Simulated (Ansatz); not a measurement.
Computed with PBE (plane waves to 420 eV, PAW; Ansatz, a first-principles code).

Electrostatic potential energy of an electron, averaged over planes parallel to the surface, in eV from the Fermi level, for C on the 1x1 (0001) surface of hcp Ru, one in a 1x1 cell, started at the site 'hollow Ru-Ru-Ru over Ru at depth 2.1 Å':

| z (Å) | V (eV) |
|---|---|
| 5.10 | 4.97 |
| 5.38 | 4.97 |
| 5.67 | 4.97 |
| 5.95 | 4.97 |
| 6.23 | 4.96 |
| 6.52 | 4.95 |
| 6.80 | 4.92 |
| 7.08 | 4.86 |
| 7.37 | 4.74 |
| 7.65 | 4.49 |
| 7.93 | 4.00 |
| 8.22 | 3.01 |
| 8.50 | 0.98 |
| 8.78 | -3.77 |
| 9.07 | -13.95 |
| 9.35 | -24.38 |
| 9.63 | -27.96 |
| 9.92 | -22.19 |
| 10.20 | -11.28 |
| 10.48 | -3.45 |
| 10.77 | -3.35 |
| 11.05 | -10.96 |
| 11.33 | -22.04 |
| 11.62 | -28.28 |
| 11.90 | -25.31 |
| 12.18 | -15.17 |
| 12.47 | -5.12 |
| 12.75 | -1.92 |
| 13.03 | -5.43 |
| 13.32 | -15.66 |
| 13.60 | -25.53 |
| 13.88 | -27.93 |
| 14.17 | -21.14 |
| 14.45 | -9.89 |
| 14.73 | -2.19 |
| 15.02 | -0.93 |
| 15.30 | -4.70 |
| 15.58 | -14.88 |
| 15.87 | -25.42 |
| 16.15 | -29.15 |
| 16.43 | -24.00 |
| 16.72 | -15.78 |
| 17.00 | -12.48 |
| 17.28 | -11.19 |
| 17.57 | -5.52 |
| 17.85 | 0.97 |
| 18.13 | 3.88 |
| 18.42 | 4.96 |
| 18.70 | 5.37 |
| 18.98 | 5.52 |
| 19.27 | 5.58 |
| 19.55 | 5.60 |
| 19.83 | 5.61 |
| 20.12 | 5.61 |
| 20.40 | 5.62 |
| 20.68 | 5.62 |
| 20.97 | 5.62 |
| 21.25 | 5.62 |
| 21.53 | 5.62 |

Model: 5-atom slab, 6.3 Å thick at the start under the adsorbate (thin: gaps and levels are the slab's own), 12x12x1 mesh, Fermi-Dirac 0.1 eV, dipole correction, 2 atoms held, the rest relaxed; start symmetry kept, larger cells not searched; no spin, no spin-orbit, no U, no dispersion correction. At the end it is bonded to 3 Ru. In PBE it is, or lies within 0.03 eV of, the lowest of the starts that converged.

**Question.** The surface cell has an area of 6.41 Å². What dipole along the normal does the step between the two vacuum levels imply?

**Answer.** the top vacuum level lies 0.64 eV above the bottom one; p = −ε₀ A ΔV (ε₀ = 0.005526 e/(V·Å)) gives -0.02 e·Å a cell.
